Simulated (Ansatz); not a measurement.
Results of r²SCAN (plane waves, PAW; Ansatz, a quantum-chemistry and plane-wave program) for C (model structure, started from the Ge type, P4₃2₁2, No. 96, 12 atoms in the cell).

Settings: plane-wave cutoff 560 eV, 8×8×8 k mesh, Fermi–Dirac smearing 0.01 eV, scalar-relativistic PAW data made under PBE.

Computed at the level's own relaxed cell.

```
CELL_PARAMETERS angstrom
      3.79548     0.00000     0.00000
      0.00000     3.79548     0.00000
      0.00000     0.00000     4.67206
ATOMIC_POSITIONS crystal
  C  0.07604 0.07604 0.00000
  C  0.42396 0.57604 0.75000
  C  0.92396 0.92396 0.50000
  C  0.57604 0.42396 0.25000
  C  0.16705 0.37886 0.21637
  C  0.12114 0.66705 0.96637
  C  0.83295 0.62114 0.71637
  C  0.87886 0.33295 0.46637
  C  0.66705 0.12114 0.03363
  C  0.62114 0.83295 0.28363
  C  0.33295 0.87886 0.53363
  C  0.37886 0.16705 0.78363
```

Problem. List the 34 lowest band energies at Γ above −25 eV (eV, relative to the valence band maximum), grouping those that round alike.

Solution. At Γ: -21.75, -16.68 (×2), -13.50, -13.20, -12.63 (×2), -8.84, -8.81 (×2), -8.57, -7.42, -7.20, -6.55 (×2), -5.21, -4.38 (×2), -4.01, -3.79, -1.98, -1.75 (×2), -0.54, 5.37, 6.69 (×2), 7.81, 7.96, 9.77, 9.94 (×2), 10.97 (×2).

Note: the relaxation could raise the start's symmetry but not lower it, so the cell can be a saddle point.

A model structure was made by putting elements into a prototype or built by hand; it is no filed structure, need not be a known phase, and can be a saddle point held by its symmetry.
